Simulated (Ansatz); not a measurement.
# CdSe under a change: biaxial strain +2.50 %, plane normal [001], relaxed out of plane

Consider CdSe in the zinc blende structure (space group F-43m, No. 216; a = 6.133 Å). Axes: x, y, z lie along the cube axes.

Now apply this change: tensile biaxial strain of 2.50 % in the plane normal to [001], as in epitaxy on a mismatched substrate; the out-of-plane cell vector and the atoms relax.

All numbers come from r2SCAN (Ansatz, an electronic-structure program, PAW, no SOC). Settings: 9×9×9 k-points, 0.05 eV Fermi–Dirac smearing.

- Volume per atom = 29.17 Å³ (base 28.84 Å³)
- Shortest interatomic distance = 2.668 Å (base 2.656 Å)
- Energy relative to the base (free energy F) = +4.4 meV/atom
- Pressure (mean of the normal stresses, compression positive) = -0.65 GPa (base 0.01 GPa)
- Band gap = 0.89 eV (base 1.04 eV)
- Gap character = direct at Γ (base direct at Γ)
- Electron mass = 0.086 mₑ out of plane, 0.093 mₑ in plane (at Γ) (base 0.093 mₑ (at Γ))
- Hole mass = 0.092 mₑ out of plane, 0.69 mₑ in plane (at Γ)
- Valence-band top at Γ (three highest levels, from the VBM) = 0.00, -0.17, -0.17 eV (base 0.00, 0.00, 0.00 eV)
- Out-of-plane strain = -3.74 %
- Ratio −ε⊥/ε∥ = 1.50
- Mean in-plane stress (compression positive) = -1.0 GPa

Cost of the whole job for the changed cell (relaxation, final SCF and bands): very roughly 2.7 core-minutes.

Masses are band curvatures over ±0.01 Å⁻¹ around the edge. Whether these cells are dynamically stable was not tested. k-point labels follow each cell's own Brillouin zone.
